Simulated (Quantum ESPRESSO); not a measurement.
A user runs Quantum ESPRESSO on EuSbO3 (Pm-3m, 5 atoms in the cell) and asks whether the run is sound. The aim is a self-consistent single point with DFT, PBEsol, plane waves, SSSP 1.1.2 precision (PBE) pseudopotentials.

Input as run:

```fortran
&CONTROL
   calculation = 'scf'
   prefix = 'run'
   outdir = './tmp'
   pseudo_dir = './'
   tprnfor = .true.
   tstress = .true.
/
&SYSTEM
   ibrav = 1
   celldm(1) = 7.8038999317
   nat = 5
   ntyp = 3
   ecutwfc = 65
   ecutrho = 520
   occupations = 'smearing'
   smearing = 'cold'
   degauss = 0.0036749
   input_dft = 'pbesol'
/
&ELECTRONS
   conv_thr = 1.0d-10
   mixing_beta = 0.4
/
ATOMIC_SPECIES
Eu   151.9640  Eu.GGA-PBE-paw-v1.0.UPF
Sb   121.7600  sb_pbe_v1.4.uspp.F.UPF
O     15.9990  O.pbe-n-kjpaw_psl.0.1.UPF
ATOMIC_POSITIONS {angstrom}
Eu    0.0000000000    0.0000000000    0.0000000000
Sb    2.0648230000    2.0648230000    2.0648230000
O     2.0648230000    2.0648230000    0.0000000000
O     0.0000000000    2.0648230000    2.0648230000
O     2.0648230000    0.0000000000    2.0648230000
K_POINTS {automatic}
7 7 7  0 0 0
```

Log, with long lists cut:

```
     file O.pbe-n-kjpaw_psl.0.1.UPF: wavefunction(s)  2P renormalized
     G-vector sticks info
     --------------------
     sticks:   dense  smooth     PW     G-vecs:    dense   smooth      PW
     Sum        2537    1265    357                95193    33641    5185

   [... lines left out ...]

     48 Sym. Ops., with inversion, found

   Cartesian axes

     site n.     atom                  positions (alat units)
         1        Eu     tau(   1) = (   0.0000000   0.0000000   0.0000000  )
         2        Sb     tau(   2) = (   0.5000000   0.5000000   0.5000000  )
         3        O      tau(   3) = (   0.5000000   0.5000000   0.0000000  )
         4        O      tau(   4) = (   0.0000000   0.5000000   0.5000000  )
         5        O      tau(   5) = (   0.5000000   0.0000000   0.5000000  )

     number of k points=    20  Marzari-Vanderbilt smearing, width (Ry)=  0.0037
                       cart. coord. in units 2pi/alat
        k(    1) = (   0.0000000   0.0000000   0.0000000), wk =   0.0058309
        k(    2) = (   0.0000000   0.0000000   0.1428571), wk =   0.0349854
        k(    3) = (   0.0000000   0.0000000   0.2857143), wk =   0.0349854
   [... 17 lines left out ...]

     Dense  grid:    95193 G-vectors     FFT dimensions: (  60,  60,  60)

     Smooth grid:    33641 G-vectors     FFT dimensions: (  45,  45,  45)

     Initial potential from superposition of free atoms

     starting charge      48.9953, renormalised to      50.0000
     Self-consistent Calculation

     iteration #  1     ecut=    65.00 Ry     beta= 0.40

     total energy              =    -942.57230774 Ry
     estimated scf accuracy    <       0.94144632 Ry

     iteration #  2     ecut=    65.00 Ry     beta= 0.40

     total energy              =    -942.79612568 Ry
     estimated scf accuracy    <       0.19162124 Ry

     iteration #  3     ecut=    65.00 Ry     beta= 0.40

     total energy              =    -942.74616015 Ry
     estimated scf accuracy    <       2.88921142 Ry

   [... 17 blocks of this kind left out ...]

     iteration # 21     ecut=    65.00 Ry     beta= 0.40

     total energy              =    -942.87200721 Ry
     estimated scf accuracy    <          2.4E-10 Ry

     iteration # 22     ecut=    65.00 Ry     beta= 0.40
     End of self-consistent calculation

     the Fermi energy is    14.2638 ev

!    total energy              =    -942.87200721 Ry
     estimated scf accuracy    <          9.0E-13 Ry
     smearing contrib. (-TS)   =      -0.00018996 Ry
     internal energy E=F+TS    =    -942.87181725 Ry

     convergence has been achieved in  22 iterations

     Forces acting on atoms (cartesian axes, Ry/au):

     atom    1 type  1   force =     0.00000000    0.00000000    0.00000000
   [... zero for the other atoms too ...]

     Total force =     0.000000     Total SCF correction =     0.000000

          total   stress  (Ry/bohr**3)                   (kbar)     P=       40.42
   0.00027475   0.00000000   0.00000000           40.42        0.00        0.00
   0.00000000   0.00027475   0.00000000            0.00       40.42        0.00
   0.00000000   0.00000000   0.00027475            0.00        0.00       40.42

   JOB DONE.
```

**Question.** Is this run sound? If not, what is wrong?

**Answer.** The run is not sound. The fault is no spin polarisation for a cell with magnetic atoms. A run without spin cannot form moments, so any exchange energy of the magnetic state is missed. To fix it, switch spin polarisation on and give starting moments. The run converged in 22 iterations without an error; against the sound input the free energy goes up by 1.52 eV/atom, the pressure goes from 5.03 to 4.04 GPa and the net moment of 1.39 μB/atom is absent without spin.

An input that runs soundly differs in these lines (not the only fix; some lines may just follow from the change or write a value another way):
```diff
+   nspin = 2
+   starting_magnetization(1) = 0.412
```

With that input, the run converged in 19 iterations: free energy E − TS -12836.0234 eV; Fermi level (on the code's own zero) 13.94 eV; pressure 5.03 GPa; size of the cell's spin moment 6.96 μB; site moments (μB, in the program's spheres or projections) Eu 6.79, Sb 0.00, O -0.01, O -0.01, O -0.01 (DFT, PBEsol, plane waves, SSSP 1.1.2 precision (PBE) pseudopotentials).

On the sound input: the starting cell comes from a database of computed structures (which also holds hypothetical and non-ambient phases and stackings), without a prior relaxation at this level. Its lattice was rescaled by a random factor within 2.5 % of one. With one magnetic atom in the cell only a parallel order is possible. With U or open f shells several self-consistent states can exist. The f electrons are in the valence without U or exact exchange, which can misplace them near the Fermi level. Spin-orbit terms, which matter for f shells, are left out. With a pressure of about 5 GPa the cell is away from its equilibrium volume at this level.
